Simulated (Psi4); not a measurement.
Psi4 1.11, HF/def2-svp, scf_type pk: N[Si@H](Cl)/N=C/C[SiH3], 16 atoms. The geometry is a generated start, not checked to be a minimum at this level.

```json
{
  "task": "energy",
  "method": "scf",
  "basis": "def2-svp",
  "memory": "7 GB",
  "e_convergence": "1e-08",
  "d_convergence": "1e-07",
  "guess": "auto, which took SAD (default)",
  "diis_max_vecs": "10 (default)",
  "scf_initial_accelerator": "adiis (default)",
  "basis_functions": "155"
}
```

```xyz
16

N      2.2593    -1.2998    -0.7057
Si     2.3986     0.3031    -0.1967
Cl     3.0656     0.3001     1.7261
N      0.8053     0.9345    -0.3405
C     -0.1165     0.4645     0.4269
C     -1.5197     0.9990     0.3241
Si    -2.7454    -0.2544    -0.2723
H      3.1961    -1.6645    -0.8475
H      1.8641    -1.8418     0.0543
H      3.3564     1.0030    -1.0697
H      0.0518    -0.3280     1.1839
H     -1.5248     1.8732    -0.3361
H     -1.8032     1.3429     1.3247
H     -4.1191     0.3100    -0.2341
H     -2.4543    -0.6991    -1.6579
H     -2.7142    -1.4426     0.6204
```
Charge 0, spin multiplicity 1.

The reference run uses exact four-centre integrals (scf_type = pk). Single runs; times are not shown.

Settings tried, all else as in the reference:
- scf_type = dfdirj+cosx, cosx_radial_points_final = 75, cosx_spherical_points_final = 302
- scf_type = mem_df
- scf_type = dfdirj+cosx, cosx_radial_points_final = 25, cosx_spherical_points_final = 50
- scf_type = cd, cholesky_tolerance = 0.01
- scf_type = dfdirj+snlink
- scf_type = cd, cholesky_tolerance = 1e-05
- scf_type = cd, cholesky_tolerance = 1e-06
- scf_type = dfdirj+cosx
- scf_type = dfdirj+link
- scf_type = cd, cholesky_tolerance = 0.0001 (default)
- scf_type = cd, cholesky_tolerance = 0.001
- scf_type = dfdirj+cosx, cosx_radial_points_final = 50, cosx_spherical_points_final = 194

Problem. Sort the settings: which keep to the reference within 0.10 meV/atom in energy, and which don't?

Solution. Within it: scf_type = cd, cholesky_tolerance = 1e-06; scf_type = cd, cholesky_tolerance = 1e-05. At the edge (between 0.75 and 1.33 times the tolerance): scf_type = dfdirj+cosx, cosx_radial_points_final = 75, cosx_spherical_points_final = 302. Outside: scf_type = cd, cholesky_tolerance = 0.0001 (default); scf_type = dfdirj+cosx, cosx_radial_points_final = 50, cosx_spherical_points_final = 194; scf_type = mem_df; scf_type = dfdirj+link; scf_type = dfdirj+snlink; scf_type = dfdirj+cosx; scf_type = cd, cholesky_tolerance = 0.001; scf_type = dfdirj+cosx, cosx_radial_points_final = 25, cosx_spherical_points_final = 50; scf_type = cd, cholesky_tolerance = 0.01.

```csv
setting,energy against the reference
"scf_type = cd, cholesky_tolerance = 1e-06",+0.024 meV/atom
"scf_type = cd, cholesky_tolerance = 1e-05",+0.042 meV/atom
"scf_type = dfdirj+cosx, cosx_radial_points_final = 75, cosx_spherical_points_final = 302",+0.079 meV/atom
"scf_type = cd, cholesky_tolerance = 0.0001 (default)",−0.18 meV/atom
"scf_type = dfdirj+cosx, cosx_radial_points_final = 50, cosx_spherical_points_final = 194",+0.19 meV/atom
scf_type = mem_df,+0.27 meV/atom
scf_type = dfdirj+link,−0.32 meV/atom
scf_type = dfdirj+snlink,−0.32 meV/atom
scf_type = dfdirj+cosx,−1.2 meV/atom
"scf_type = cd, cholesky_tolerance = 0.001",+11 meV/atom
"scf_type = dfdirj+cosx, cosx_radial_points_final = 25, cosx_spherical_points_final = 50",+31 meV/atom
"scf_type = cd, cholesky_tolerance = 0.01",+210 meV/atom
```

Total energies are compared; such shifts often cancel in part in energy differences. The DFDIRJ builders fit J, which adds its shift to that of exchange. Psi4 runs the final COSX grid once, on the density of the start grid. Also tried and not ranked: scf_type = direct (same energy as a listed run). The tolerance is a choice made for this comparison.
